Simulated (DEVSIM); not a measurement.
Structure: illuminated GaSb p-on-n cell, one wavelength, at 300 K.

```
layer (left to right)  material  thickness (μm)  Nd (cm⁻³)  Na (cm⁻³)  τn (s)  τp (s)  absorption coefficient (cm⁻¹)
---------------------  --------  --------------  ---------  ---------  ------  ------  -----------------------------
1                          GaSb           0.110          -     6.6e17  1.9e-8  2.3e-9                           7800
2                          GaSb            1.70     6.2e15          -  2.7e-8  2.7e-8                           7800
```

Left contact: ohmic, minority electron recombination velocity 1e5 cm/s. Right contact: ohmic, minority hole recombination velocity 2e5 cm/s. Voltage is applied to the left contact. Recombination: SRH at mid-gap, radiative, Auger. Light enters at the left, 2.7e17 photons cm⁻² s⁻¹, one pass, no reflection. Mobility is constant in doping. Where it depends on doping, it is μmin + (μ − μmin)/(1 + (N/Nref)^α).

The device is made up for the run: typed textbook-type constants, with dimensions and the other settings drawn at random. Values at 300 K. The table also holds parameters that only a changed run uses.

```csv
parameter,GaSb
gap (eV),0.726
affinity (eV),4.06
permittivity,15.7
Nc (cm⁻³),2.1e17
Nv (cm⁻³),1.8e19
μn (cm²/Vs),5000
μp (cm²/Vs),850
"μn,min",1000
"μp,min",190
"Nref,n",2.8e17
"Nref,p",9e17
αn,1.05
αp,0.65
B (cm³/s),1e-10
Cn (cm⁶/s),5e-30
Cp (cm⁶/s),5e-30
```

DEVSIM, 1D drift-diffusion, Boltzmann statistics, complete ionisation; no tunnelling, impact ionisation, image-force lowering or self-heating.

Base results: dark forward voltage at 100 A/cm² (V) 0.442; largest power (mW/cm²) 3.89; largest field in the device at zero bias (V/cm) 44000; open-circuit voltage (V) 0.217.

Task: What follows from this one change: recombination velocity at the right contact 200000 → 10 cm/s?

Result: dark forward voltage at 100 A/cm² 0.442 → 0.539 V; largest power 3.89 → 6.14 mW/cm²; largest field in the device at zero bias little changed (44000 V/cm); open-circuit voltage 0.217 → 0.282 V.

Task: What follows from this one change: doping Nd of layer 2 6.2e+15 → 6.2e+14 cm^-3?

Result: dark forward voltage at 100 A/cm² 0.442 → 0.404 V; largest power 3.89 → 2.68 mW/cm²; largest field in the device at zero bias 44000 → 39000 V/cm; open-circuit voltage 0.217 → 0.155 V.

Task: What follows from this one change: doping Na of layer 1 6.6e+17 → 2e+18 cm^-3?

Result: dark forward voltage at 100 A/cm² little changed (0.442 V); largest power little changed (3.89 mW/cm²); largest field in the device at zero bias 44000 → 70000 V/cm; open-circuit voltage little changed (0.217 V).
